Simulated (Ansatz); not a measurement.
System: BaAl₂O₄ (C2, No. 5, 14 atoms in the cell; start mp-1228007; a measured phase of this formula has another space group). Method: PBEsol+SOC in Ansatz (plane waves, PAW).

Numerical settings: plane-wave cutoff 520 eV, 6×6×4 k mesh (along the axes of the cell as run), Fermi–Dirac smearing 0.01 eV, PAW data made under PBE.

Cell (relaxed with PBEsol):

```cif
data_Al8Ba4O16
_chemical_formula_sum 'Ba4 Al8 O16'
_space_group_name_H-M_alt 'C2'
_space_group_IT_number 5
_space_group_name_Hall 'C 2y'
_cell_length_a 8.98613
_cell_length_b 5.19084
_cell_length_c 8.86878
_cell_angle_alpha 90.000
_cell_angle_beta 90.712
_cell_angle_gamma 90.000
loop_
_space_group_symop_operation_xyz
  'x, y, z'
  '-x, y, -z'
  'x+1/2, y+1/2, z'
  '-x+1/2, y+1/2, -z'
loop_
_atom_site_label
_atom_site_type_symbol
_atom_site_symmetry_multiplicity
_atom_site_Wyckoff_symbol
_atom_site_fract_x
_atom_site_fract_y
_atom_site_fract_z
_atom_site_occupancy
Ba1 Ba 4 c 0.49949 0.49691 0.25024 1
Al1 Al 4 c 0.16693 0.49028 0.44636 1
Al2 Al 4 c 0.16619 0.49489 0.05362 1
O1 O 4 c 0.16629 0.46657 0.24990 1
O2 O 4 c 0.32523 0.32055 0.50940 1
O3 O 2 b 0.50000 0.84284 0.50000 1
O4 O 4 c 0.32558 0.67700 0.01284 1
O5 O 2 a 0.00000 0.65192 0.00000 1
```
(The calculation used a cell of 14 atoms; values per cell refer to that cell.)

Task: Estimate the band gap that the calculation returns.

Result: 
* **band gap**: 3.97 eV (on the SCF k mesh)

Static lattice: no zero-point or thermal effects.

The result took about 7 core-minutes (a rough figure).

A start named mp-… is a Materials Project structure, which need not be a measured phase.

Ansatz is a program for electronic structure.
